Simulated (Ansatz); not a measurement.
Structures of equal composition on the (110) surface of bcc Nb: a layer of Ru in place of the second plane; a layer of Ru in place of the third plane. The slabs share one bottom face, and each structure is named by its start. These are constructed structures in small cells; real faces may alloy, dewet or reconstruct in larger ones, and not all known structures of the face are among them. Slabs of about 11 Å with all that they carry, Fermi-Dirac smearing of 0.1 eV. Bottom of the slabs: a bare face, its two planes held. Relaxed from the named starts with such symmetry as they have, on meshes of like density; energies extrapolated to zero smearing; no spin-orbit coupling, no U. Spin-polarised runs, if any, are marked in brackets, and their order is one that fits the cell; the others ran without spin.

Method: PBE (plane waves to 420 eV, PAW; Ansatz, a first-principles code).

Task: Rank these by energy per 1x1 cell (lowest first), as PBE gives it.

Result: a layer of Ru in place of the third plane (0.000 eV), a layer of Ru in place of the second plane (0.213 eV)
